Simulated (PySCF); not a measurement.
PySCF 2.14.0, BP86/def2-svp, df: Sn(Vi)(OH)(NH2)2 (C=[CH][Sn]([NH2])([NH2])[OH]), 14 atoms. The geometry is a generated start, not checked to be a minimum at this level.

```
Property                                            Result
-------------------------  -------------------------------
task                                                energy
method                                                bp86
basis                                             def2-svp
two-electron scheme                        density fitting
mol.max_memory                                     3000 MB
mf.max_cycle                                           100
mf.init_guess                              minao (default)
mf.DIIS                                    CDIIS (default)
mf.conv_tol                                1e-09 (default)
mf.grids.level                                 3 (default)
effective core potentials  those of the basis set, past Kr
basis functions                                        136
grid points                                         170544
```

```xyz
14

C      2.3559    -0.5914     0.7086
C      1.5636    -0.6003    -0.3420
Sn    -0.4829     0.0888    -0.3063
N     -0.7493     1.3898     1.2372
N     -2.0250    -1.2301    -0.1693
O     -0.8434     0.9786    -2.0504
H      2.0286    -0.2400     1.6720
H      3.3786    -0.9368     0.6447
H      1.9068    -0.9488    -1.3047
H     -1.7259     1.4677     1.4965
H     -0.4263     2.3284     1.0351
H     -2.2377    -1.6448    -1.0682
H     -1.8420    -1.9935     0.4751
H     -0.9009     1.9324    -2.0283
```

One run each on 2 threads, 1 BLAS thread. Values of diis_space tried: 3, 5, 8 (default), 12, 20.

Problem. Which value of diis_space needs the fewest Fock builds, and what happens away from it?

Solution. Fewest Fock builds, within one of each other: 8 (default) with 17, 12 with 17, 20 with 17. The count rises to 55 at 3. All converge to one solution.

| diis_space | Fock builds | end |
|---|---|---|
| 3 | 55 | same solution |
| 5 | 20 | same solution |
| 8 (default) | 17 | same solution |
| 12 | 17 | same solution |
| 20 | 17 | same solution |
